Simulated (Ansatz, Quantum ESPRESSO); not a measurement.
## Code comparison for PbTe (Fm-3m, 2 atoms in the cell)

Self-consistent single point.

```
PbTe
1.0
    0.00000     3.23000     3.23000
    3.23000     0.00000     3.23000
    3.23000     3.23000     0.00000
Te Pb
1 1
Direct
  0.50000   0.50000   0.50000
  0.00000   0.00000   0.00000
```

Shared settings, as Ansatz (a program for electronic structure) writes them: kpoints.mp_grid.grid = 9 9 9; magnetization.spin_orbit = true; scf.occupations.method = fermi_dirac; scf.occupations.width = 0.01 eV. Potentials and cutoffs stand in the table.

```tsv
code	model	pressure (GPa)	cutoff
Quantum ESPRESSO	PBE, spin-orbit coupling, PseudoDojo fully relativistic norm-conserving (PBE) pseudopotentials	1.99	80 Ry
Ansatz	PBE with spin-orbit coupling, default PAW files	1.93	420 eV
```

The spread over the programs that give each value: pressure within 0.06 GPa.

Ansatz's pressure is given at a fixed set of plane waves, as the other plane-wave codes print theirs.

This mesh misses zone-boundary points where a band edge of such crystals can lie, so no gaps are given.

The starting cell has typed, rounded lattice constants, without a prior relaxation at this level.

Left out of this page: Elk and FLEUR (with a known weakness of the program); SIESTA (not drawn, or without a comparable value).

Keys are those of Ansatz 0.2.
